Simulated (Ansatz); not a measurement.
# WSi2: pressure series

Take WSi₂ (space group I4/mmm, No. 139) as the base.

```
WSi2
1.0
   -1.61458     1.61458     3.93362
    1.61458    -1.61458     3.93362
    1.61458     1.61458    -3.93362
W Si
1 2
Direct
  0.00000   0.00000   0.00000
  0.33458   0.33458   0.00000
  0.66542   0.66542   0.00000
```

Cell and atoms are relaxed at each pressure.

The values are results of Ansatz (an electronic-structure program) PBE, no spin-orbit coupling, not measurements.

Candidates:
(a) pressure 100 GPa
(b) pressure 30 GPa
(c) pressure 15 GPa
(d) pressure 75 GPa
(e) pressure 7 GPa

For the base:

| Item | Result |
|---|---|
| c/a ratio | 2.436 |

Problem. Order them by c/a ratio, lowest first.

Solution. (e) pressure 7 GPa (2.442), (c) pressure 15 GPa (2.447), (b) pressure 30 GPa (2.457), (d) pressure 75 GPa (2.481), (a) pressure 100 GPa (2.492)

Load acts through the strain it causes; cell and atoms are relaxed under it. Stability against distortions was not tested. No other phases were tried under pressure. All final runs are without spin polarisation.
